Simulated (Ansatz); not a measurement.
Structures of equal composition on the (000-1) surface of 4H silicon carbide (C plane on top): (√3x√3)R30° Al adatom at H3; (√3x√3)R30° Al adatom at T4. The slabs share one bottom face, and each structure is named by its start. These are constructed structures in small cells; real faces may alloy, dewet or reconstruct in larger ones, and not all known structures of the face are among them. Slabs of about 11 Å with all that they carry, Fermi-Dirac smearing of 0.025 eV. Bottom of the slabs: H caps. Relaxed from the named starts with such symmetry as they have, on meshes of like density; energies extrapolated to zero smearing; no spin-orbit coupling, no U. Spin-polarised runs, if any, are marked in brackets, and their order is one that fits the cell; the others ran without spin. Where a second, spin-polarised start was run, the lower counts.

Host crystal: 4H silicon carbide, with a band gap (PBE, scalar-relativistic without spin-orbit coupling).

Computed with HSE06, at the PBE geometry (plane waves to 420 eV, PAW; Ansatz, an electronic-structure program).

Problem. Order them by energy per 1x1 cell (lowest first) at the level HSE06, at the PBE geometry.

Solution. (√3x√3)R30° Al adatom at H3 (0.000 eV), (√3x√3)R30° Al adatom at T4 (0.317 eV)
